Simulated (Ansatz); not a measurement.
Start from CuI in the zinc blende structure (space group F-43m, No. 216; a = 6.079 Å).

Method: Ansatz (an electronic-structure program) PBE, scalar-relativistic without spin-orbit coupling.

Before the change:

| Property | Result |
|---|---|
| Density | 5.63 g/cm³ |
| Band gap | 1.10 eV |
| Gap character | direct at Γ |

The change: cell and atoms relaxed at a pressure of 30 GPa.

### Question
Predict the new density.

### Answer
The density rises by 2.19 g/cm³ to 7.82 g/cm³.

### Question
What does the calculation give for the band gap after the change?

### Answer
The band gap goes up by 0.83 eV (1.10 eV → 1.93 eV).

### Question
What happens to the gap character?

### Answer
The gap character goes from direct at Γ to indirect, Γ → X.

Spin-orbit coupling, missing from the scalar runs, can matter with I. Load acts through the strain it causes; cell and atoms are relaxed under it. Whether these cells are dynamically stable was not tested. Tetrahedral semiconductors of this kind turn to denser phases somewhere between about 1 and 50 GPa; those were not computed, so compressed cells here can lie past the real transition. All final runs are without spin polarisation.
